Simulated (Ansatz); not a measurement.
Where the default PAW files enter, the runs use the earlier of Ansatz's two default sets.

Consider the following.

```
CELL_PARAMETERS angstrom
      2.55394     0.00000     0.00000
     -1.27697     2.21178     0.00000
      0.00000     0.00000     4.22685
ATOMIC_POSITIONS crystal
  B  0.66667 0.33333 0.99972
  B  0.33333 0.66667 0.49972
  N  0.66667 0.33333 0.62528
  N  0.33333 0.66667 0.12528
```

Space group of this cell: P6_3mc, wurtzite. The cell is taken as given; by r2SCAN its mean pressure is -5.0 GPa.

The numbers are results of r2SCAN (plane waves, PAW; Ansatz, an electronic-structure program), not measurements.

The current runs along the normal of the first two printed vectors; no spin-orbit coupling. Scaled by the factor s: the length along the current (ions clamped). Meshes 18×18×8 and 18×18 across the current in all rows.

```
s     mean pressure (GPa)  slowest mid-gap decay constant κ (1/Å)
----  -------------------  --------------------------------------
0.97                  7.6                                   0.409
1.00                 -5.0                                   0.367
1.03                -15.1                                       ?
```

Take the slope of the slowest mid-gap decay constant κ against ln s from the two given rows, extrapolate to s = 1.03, and say what the run there gives.

Slope = (0.409 − 0.367) / ln 0.97 = -1.38 1/Å. The line gives 0.367 + (-1.38) × ln 1.03 = 0.326 1/Å. The run gives 0.328 1/Å, 0.002 1/Å over the line, 4 % of the predicted step.
